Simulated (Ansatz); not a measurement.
How far PBE and r2SCAN part for ScAl3, pressure 15 GPa

Consider ScAl₃ in the Cu3Au type structure (space group Pm-3m, No. 221; a = 4.106 Å).

(Cell as relaxed with PBE.)

Levels (all Ansatz, a program for electronic structure, PAW): PBE (420 eV, no spin-orbit coupling); r2SCAN (500 eV, no spin-orbit coupling).

Each level relaxes its own structure.

```tsv
base	PBE	r2SCAN
volume per atom	17.30 Å³	17.05 Å³
lattice parameter a	4.106 Å	4.086 Å
band gap	zero	zero
```

One thing is altered: a hydrostatic pressure of 15 GPa.

| quantity | PBE | r2SCAN |
|---|---|---|
| shortest interatomic distance | 2.778 Å | … |
| band gap | zero | … |

Task: Given the PBE results, estimate those of r2SCAN.

Result: 
- shortest interatomic distance, r2SCAN: 2.772 Å
- band gap, r2SCAN: zero

PBE's shortest interatomic distance lies 0.006 Å above r2SCAN's (0.2 %); the two agree on the band gap. Neither level is exact; r2SCAN is the comparison here, not a measurement.

Load acts through the strain it causes; cell and atoms are relaxed under it. Whether these cells are dynamically stable was not tested. Competing high-pressure phases were not computed. All final runs are without spin polarisation.
